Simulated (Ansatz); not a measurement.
The starting structures come from a database of crystals and need not be the phases stable at ambient conditions.

 Where the default PAW files enter, the runs use the earlier of Ansatz's two default sets.

By PBEsol, the system below comes out a metal.

Without scattering a metal conducts by its projected Fermi surface.

Given:

```yaml
crystal:
  lattice:
    - [3.32152, 0.00000, 0.00000]
    - [0.00000, 4.05838, 0.00000]
    - [1.66076, -2.02919, 2.09007]
  atoms:
    - { symbol: Sn, position: [0.00000, 0.00000, 0.00000] }
```

Space group of this cell: Immm. The cell is strained (lengths along the current scaled by 1.03, ions clamped); by PBEsol its mean pressure is -2.9 GPa.

The current flows along the normal of the first two printed cell vectors. No spin-orbit coupling; the value is a mean over 0.1 eV about the Fermi level.

Task: State the ballistic conductance per area according to PBEsol (Ansatz, a quantum-chemistry and plane-wave program).

Result: 1.2 × 10¹⁵ S/m² for both spins.
